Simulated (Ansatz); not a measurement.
Functionals compared on a constructed model of the (110) surface of bcc Ta, a pseudomorphic layer of Ag in the host's stacking (bottom of the slab: a bare face, its two planes held), in Ansatz (plane waves, PAW). The structure was relaxed with PBE; the other rows are single points on it. Cutoff 420 eV (500 eV for r2SCAN).

Set-up: 7 atoms, 14.6 Å thick at the start; mesh 14x14x1; 0.1 eV smearing; dipole correction on; 2 atoms held, the rest relaxed; start symmetry kept, larger cells not searched; no spin, no spin-orbit, no U. It is one candidate, not shown to be the stable structure of the face. These notes are the PBE run's.

| functional | work function of the top face (eV) | rough cost of the single point |
|---|---|---|
| PBE | 4.00 | – |
| RPBE | ? | about 50 core-seconds (a rough figure) |
| r2SCAN | 3.90 | roughly 2.2 core-minutes |

Question: What belongs in the gaps?

Answer: 
- RPBE, work function of the top face (eV): 3.80

Ansatz is a program for electronic structure.
